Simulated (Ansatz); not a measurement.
## PtSe2: response to strain

Take PtSe$_{2}$ in the CdI2 type structure (space group P-3m1, No. 164; a = 3.7722 Å, c = 4.8212 Å; layered; relaxed with 0.1 eV smearing) as the base. Axes: x lies along a and z along c of the hexagonal cell.

Strains are applied to the cell and any free atomic positions relax.

Method: DFT with PBE-D3(BJ), PAW potentials and a 420 eV plane-wave cutoff in Ansatz (an electronic-structure program), no SOC.

Notes on the quantities. energy relative to the base: free energy F.

```csv
uniaxial strain ε_zz (%),energy relative to the base (meV/atom)
-3,4.0
-2.5,2.7
-2,1.7
-1.5,?
-1,0.4
-0.5,0.1
0,0.0
```

Fit ΔE = Aε² + Bε³ (ε in %) to the rows shown and predict the withheld row.

Least squares on the printed values gives A = 0.381 and B = -0.021 meV/atom (largest residual 0.0 meV/atom); this predicts 0.9 meV/atom, and the run gives 0.9 meV/atom, in agreement.

Whether these cells are dynamically stable was not tested. The final runs are not spin-polarised.
